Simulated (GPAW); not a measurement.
## Quick settings and what they miss: LiNbO3 (R3c, 10 atoms in the cell)

Self-consistent single point.

```yaml
crystal:
  lattice:
    - [2.65337, 1.53192, 4.67155]
    - [-2.65337, 1.53192, 4.67155]
    - [0.00000, -3.06385, 4.67155]
  atoms:
    - { symbol: Li, position: [0.28750, 0.28750, 0.28750] }
    - { symbol: Li, position: [0.78750, 0.78750, 0.78750] }
    - { symbol: Nb, position: [0.01280, 0.01280, 0.01280] }
    - { symbol: Nb, position: [0.51280, 0.51280, 0.51280] }
    - { symbol: O, position: [0.74643, 0.14093, 0.36263] }
    - { symbol: O, position: [0.36263, 0.74643, 0.14093] }
    - { symbol: O, position: [0.14093, 0.36263, 0.74643] }
    - { symbol: O, position: [0.86263, 0.64093, 0.24643] }
    - { symbol: O, position: [0.24643, 0.86263, 0.64093] }
    - { symbol: O, position: [0.64093, 0.24643, 0.86263] }
```

Level of theory: PBE, GPAW PAW datasets PBE (gpaw-data 1.0.1) (plane waves; GPAW).

Base settings: mode = pw; ecut = 900 eV; xc = PBE; kpts = 4 4 4; mesh shift (steps) = 0 0 0; occupations.name = methfessel-paxton; occupations.width = 0.2 eV; occupations.order = 1; nbands = -16; convergence.density = 1e-05 e/electron; symmetry.symmorphic = false; symmetry.tolerance = 0.0005.

Tight run (finer mesh or higher cutoff; not a proven limit): ecut: 900 eV → 1260 eV; kpts: 4 4 4 → 6 6 6; nbands: -16 → -6; convergence.density: 1e-05 e/electron → 2e-07 e/electron; convergence.energy: default → 2e-11 eV/electron; convergence.eigenstates: default → 2e-15; convergence.bands: default → -4. It gave Fermi level (on the code's own zero) 6.41 eV; pressure -6.25 GPa; largest force (vector length) 0.730 eV/Å.

Quick runs, as changes from the base:
- A: the base itself
- B: ecut: 900 eV → 540 eV; kpts: 4 4 4 → 3 3 3; kpts_shift: 0 0 0 → 0.5 0.5 0.5; nbands: -16 → -6; convergence.bands: default → -4
- C: ecut: 900 eV → 540 eV; kpts: 4 4 4 → 1 1 1; occupations.name: methfessel-paxton → marzari-vanderbilt; occupations.width: 0.2 eV → 0.272 eV; occupations.order: 1 → default; nbands: -16 → -6; convergence.bands: default → -4
- D: ecut: 900 eV → 720 eV; kpts: 4 4 4 → 6 6 6; occupations.width: 0.2 eV → 0.5 eV; occupations.order: 1 → 0; nbands: -16 → -6; convergence.bands: default → -4
- E: ecut: 900 eV → 540 eV; kpts: 4 4 4 → 6 6 6; occupations.width: 0.2 eV → 0.272 eV; nbands: -16 → -6; convergence.bands: default → -4

Energies are extrapolated to zero smearing width, which holds to low order in the width alone.

Dashes: time of B, C, under 30 s.

The count of work is k-points × plane waves × bands × iterations; it is no time. Core times come from one kind of shared machine and are given to one figure; runs under 30 s give none.

The starting cell was generated: these elements placed on a structure prototype, without a prior relaxation; it need not be a known phase or ordering of this composition. Its lattice was rescaled by a random factor within 2.5 % of one. Spin polarisation is off.

| run | energy less tight (meV/atom) | largest miss in a force vector (eV/Å) | count of work / tight | core time / tight (rough) |
|---|---|---|---|---|
| A | 0.5 | 0.014 | 0.17 | 0.2 |
| B | 135.0 | 0.009 | 0.028 | – |
| C | 529.0 | 7.309 | 0.0030 | – |
| D | 5.3 | 0.009 | 0.23 | 0.2 |
| E | 136.4 | 0.012 | 0.17 | 0.2 |

Among the runs at the tight run's level, the energy misses run from 0.5 to 529.0 meV/atom.

Left out of this page: 1 run of the series outside the window shown, repeating another row's setting, or not comparable.
